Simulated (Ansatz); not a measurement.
The starting structures come from a database of crystals and need not be the phases stable at ambient conditions.

Inside the gap of an insulator the Bloch states are evanescent, with a wavenumber k + iκ along the transport direction.

Consider the following.

```
BaTi4O9
1.0
    3.79728     0.00000     0.00000
    0.00000     6.33121     0.00000
    0.00000     0.00000    14.59932
Ba Ti O
2 8 18
Direct
  0.00000   0.28770   0.50000
  0.50000   0.71230   0.00000
  0.50000   0.74610   0.37800
  0.50000   0.74610   0.62200
  0.00000   0.25390   0.12200
  0.00000   0.25390   0.87800
  0.50000   0.19340   0.28780
  0.50000   0.19340   0.71220
  0.00000   0.80660   0.21220
  0.00000   0.80660   0.78780
  0.50000   0.66080   0.50000
  0.00000   0.33920   0.00000
  0.50000   0.43810   0.34570
  0.50000   0.43810   0.65430
  0.00000   0.56190   0.15430
  0.00000   0.56190   0.84570
  0.50000   0.04250   0.40090
  0.50000   0.04250   0.59910
  0.00000   0.95750   0.09910
  0.00000   0.95750   0.90090
  0.00000   0.15070   0.26040
  0.00000   0.15070   0.73960
  0.50000   0.84930   0.23960
  0.50000   0.84930   0.76040
  0.00000   0.74070   0.34910
  0.00000   0.74070   0.65090
  0.50000   0.25930   0.15090
  0.50000   0.25930   0.84910
```

Space group of this cell: Pmmn. The cell is taken as given; by r2SCAN its mean pressure is -1.3 GPa.

Transport runs along the normal of the first two printed cell vectors.

The gap is the functional's own. No spin-orbit coupling. Mid-gap values are interpolated on the energy grid.

Task: Predict the band gap and the smallest decay constant κ at mid-gap from r2SCAN in Ansatz (a first-principles code).

Result: Gap 3.20 eV on a 8×6×2 mesh; κ = 0.468 1/Å, at the zone centre.
